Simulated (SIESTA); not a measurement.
Input and output of a self-consistent single point for TaAl₃ (I4/mmm, 4 atoms in the cell) (SIESTA).

Method: GGA PBEsol, numerical atomic orbitals TZP, PseudoDojo PBEsol standard norm-conserving potentials (rewritten from UPF to PSML) run with SIESTA 5.4.2.

The change in words: lattice scaled by 0.98. Reference geometry:
```yaml
crystal:
  lattice:
    - [-1.91710, 1.91710, 4.25129]
    - [1.91710, -1.91710, 4.25129]
    - [1.91710, 1.91710, -4.25129]
  atoms:
    - { symbol: Ta, position: [0.00000, 0.00000, 0.00000] }
    - { symbol: Al, position: [0.50000, 0.50000, 0.00000] }
    - { symbol: Al, position: [0.75000, 0.25000, 0.50000] }
    - { symbol: Al, position: [0.25000, 0.75000, 0.50000] }
```

Reference input (self-consistent single point, DFT, GGA PBEsol, numerical atomic orbitals TZP, PseudoDojo PBEsol standard norm-conserving potentials (rewritten from UPF to PSML)): XC.functional = GGA; XC.authors = PBEsol; potentials = PseudoDojo PBEsol standard; PAO.BasisSize = TZP; PAO.EnergyShift = 0.01 Ry; MeshCutoff = 400 Ry; kgrid.MonkhorstPack = 11 11 11; OccupationFunction = MP; OccupationMPOrder = 0; ElectronicTemperature = 0.1 eV; MaxSCFIterations = 150; SCF.Mixer.Method = Pulay. This run's input differs from it in these lines:

```diff
@@ -12,5 +12,5 @@
 %block LatticeVectors
-    -3.622793954    3.622793954    8.033783225
-     3.622793954   -3.622793954    8.033783225
-     3.622793954    3.622793954   -8.033783225
+    -3.550338074    3.550338074    7.873107372
+     3.550338074   -3.550338074    7.873107372
+     3.550338074    3.550338074   -7.873107372
 %endblock LatticeVectors
@@ -19,5 +19,5 @@
      0.000000000    0.000000000    0.000000000  1
-     0.000000000    0.000000000    4.251295000  2
-    -0.000000000    1.917100000    2.125647500  2
-     1.917100000    0.000000000    2.125647500  2
+     0.000000000    0.000000000    4.166269000  2
+    -0.000000000    1.878758000    2.083134500  2
+     1.878758000    0.000000000    2.083134500  2
 %endblock AtomicCoordinatesAndAtomicSpecies
```

The program printed (abridged):

```
        iscf     Eharris(eV)        E_KS(eV)     FreeEng(eV)     dDmax    Ef(eV) dHmax(eV)
   scf:    1    -1931.713038    -1956.902199    -1956.907435  1.865943 -3.963835 11.887790
   scf:    2    -1960.756778    -1958.971402    -1958.976158  0.055919 -4.194980  8.352826
   scf:    3    -1961.066814    -1960.736230    -1960.738858  0.118873 -4.823463  0.473308
   scf:    4    -1960.332499    -1960.623931    -1960.627309  0.034902 -4.612062  2.522459
   scf:    5    -1960.618342    -1960.749804    -1960.752457  0.064962 -4.891059  1.049955
   [... 2 lines left out ...]
   scf:    8    -1960.789787    -1960.789497    -1960.792368  0.002899 -4.795379  0.015385
   scf:    9    -1960.789502    -1960.789500    -1960.792370  0.000032 -4.795556  0.013236
   scf:   10    -1960.789511    -1960.789507    -1960.792376  0.000164 -4.796795  0.000095
   scf:   11    -1960.789507    -1960.789507    -1960.792376  0.000001 -4.796802  0.000063
SCF Convergence by DM+H criterion
max |DM_out - DM_in|         :     0.0000008024
max |H_out - H_in|      (eV) :     0.0000627509
SCF cycle converged after 11 iterations

Using DM_out to compute the final energy and forces

siesta: E_KS(eV) =            -1960.7895

siesta: E_KS - E_eggbox =     -1960.7895

siesta: Atomic forces (eV/Ang):
     1    0.000000    0.000000   -0.000000
     2    0.000000    0.000000   -0.000000
     3    0.000483   -0.000483   -0.000000
     4   -0.000483    0.000483    0.000000
   Tot    0.000000    0.000000   -0.000000
   Max    0.000483
   Res    0.000279    sqrt( Sum f_i^2 / 3N )
   Max    0.000483    constrained

Stress tensor Voigt[x,y,z,yz,xz,xy] (kbar):      -85.55      -85.55      -87.53        0.01        0.01       -0.02
(Free)E + p*V (eV/cell)    -1957.6272
   [... lines left out ...]
siesta: FreeEng =     -1960.792376
siesta: Cell volume =         58.823246 Ang**3
siesta:          86.21136596         86.22784642  kBar
   [... lines left out ...]
   4  3.218   0.173   0.001   0.653  -0.160   0.059  -0.160   0.306   0.141
              0.306   0.315   0.406   0.315   0.191   0.167   0.194   0.167

              0.146

mulliken: Qtot =       22.000

Mulliken Atomic Populations:
Atom #   charge [q] valence [e]  Species
     1     0.998981   12.001019  Ta
     2    -0.562735    3.562735  Al
     3    -0.218123    3.218123  Al
     4    -0.218123    3.218123  Al
 Total     0.000000
```

The run converged in 11 iterations. Against the reference run the free energy rises by 21.1 meV/atom and the pressure goes from -0.77 to 8.62 GPa.

The starting cell comes from a database of computed structures (which also holds hypothetical and non-ambient phases and stackings), without a prior relaxation at this level. For this run, on top of that: lattice scaled by 0.98. Spin polarisation is off. Values carry the incompleteness of an atom-centred basis. With a pressure of about 9 GPa the cell is away from its equilibrium volume at this level.

Cost on one core of a shared machine: roughly 3 min.
